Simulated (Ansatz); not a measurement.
Levels about the gap of amorphous Sb$_{24}$O$_{36}$ (60 atoms in a cell of 1296 Å³, 4.48 g/cm³; zone centre alone, so wide bands show as single levels with stretches between that a denser mesh fills), at the geometry that PBE relaxed, where it gives 0.0 GPa on a denser mesh. The participation number counts the atoms over which a state spreads; weights are charges in smoothed Voronoi cells. The levels come from a single point, so bond lengths are those of that geometry. Method of the levels: PBE, scalar-relativistic without spin-orbit coupling (Ansatz, a program for electronic structure). Sampling: the zone centre alone; Fermi-Dirac width 0.02 eV; no spin polarisation.

Preparation: random packing, a CHGNet melt and quench, and a DFT relaxation. O atoms were pushed apart under 1.9 Å during the dynamics, to hinder bonds among them. The hot cell started wider than the set density and was brought back towards it in steps. It is the lowest in DFT energy of 2 quenches. It is a model cell: composition and starting density were chosen by hand, and all elements were melted together. No dispersion term was used. Its density started from a set value of 5.66 and ended at 4.48 g/cm³. The quench (nominally 210 K/ps over its main leg) was far faster than any real one, so the model tends to hold more defects than a real film. A cell of this size samples the disorder only roughly. Volume and shape were free in the relaxation.

```
E - E(highest filled), eV  filling  participation number        largest on  weight O  weight Sb
-------------------------  -------  --------------------  ----------------  --------  ---------
-0.71                       filled                  29.7   O, 2 neighbours      0.67       0.33
-0.66                       filled                  27.3   O, 2 neighbours      0.68       0.32
-0.55                       filled                  23.6  Sb, 3 neighbours      0.64       0.36
-0.49                       filled                  15.8   O, 2 neighbours      0.67       0.33
-0.39                       filled                  19.5   O, 2 neighbours      0.65       0.35
-0.33                       filled                  32.3   O, 2 neighbours      0.63       0.37
0.00                        filled                   8.3  Sb, 4 neighbours      0.62       0.38
2.49                         empty                  19.0  Sb, 3 neighbours      0.39       0.61
2.56                         empty                  27.7  Sb, 3 neighbours      0.40       0.60
2.72                         empty                  24.5  Sb, 3 neighbours      0.40       0.60
2.83                         empty                  31.8  Sb, 3 neighbours      0.43       0.57
2.91                         empty                  33.9  Sb, 3 neighbours      0.45       0.55
2.97                         empty                  31.9  Sb, 3 neighbours      0.40       0.60
3.04                         empty                  30.5  Sb, 3 neighbours      0.42       0.58
```

Most localised among these is the filled level at +0.00 eV, on a Sb atom, which has 4 neighbours (O 2.04 Å, O 2.05 Å, O 2.16 Å, O 2.17 Å).
